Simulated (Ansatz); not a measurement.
## BN: response to strain

Consider BN (space group P6_3/mmc, No. 194; a = 2.500 Å, c = 6.412 Å; layered, stacked along the Cartesian z axis). Axes: x lies along a and z along c of the hexagonal cell.

Strains are applied to the cell and any free atomic positions relax; under biaxial strain the out-of-plane vector relaxes too.

The values are results of PBEsol-D3(BJ) (Ansatz, a first-principles code; PAW; 420 eV plane waves; no spin-orbit coupling), not measurements.

```json
[
 {"change": "base", "out-of-plane strain": "–", "smallest direct gap": "4.49 eV"},
 {"change": "biaxial strain +0.60 %, plane normal [001], relaxed out of plane", "out-of-plane strain": "-0.09 %", "smallest direct gap": "4.44 eV"},
 {"change": "biaxial strain +1.20 %, plane normal [001], relaxed out of plane", "out-of-plane strain": "-0.14 %", "smallest direct gap": "4.39 eV"},
 {"change": "biaxial strain +1.80 %, plane normal [001], relaxed out of plane", "out-of-plane strain": "-0.22 %", "smallest direct gap": "4.35 eV"},
 {"change": "biaxial strain +2.40 %, plane normal [001], relaxed out of plane", "out-of-plane strain": "-0.32 %", "smallest direct gap": "4.30 eV"},
 {"change": "biaxial strain +3.00 %, plane normal [001], relaxed out of plane", "out-of-plane strain": "(withheld)", "smallest direct gap": "(withheld)"}
]
```

**Question.** Fill in the withheld entries from the trend.

**Answer.** 
- biaxial strain +3.00 %, plane normal [001], relaxed out of plane, out-of-plane strain: -0.40 %
- biaxial strain +3.00 %, plane normal [001], relaxed out of plane, smallest direct gap: 4.25 eV

Stability against distortions was not tested.
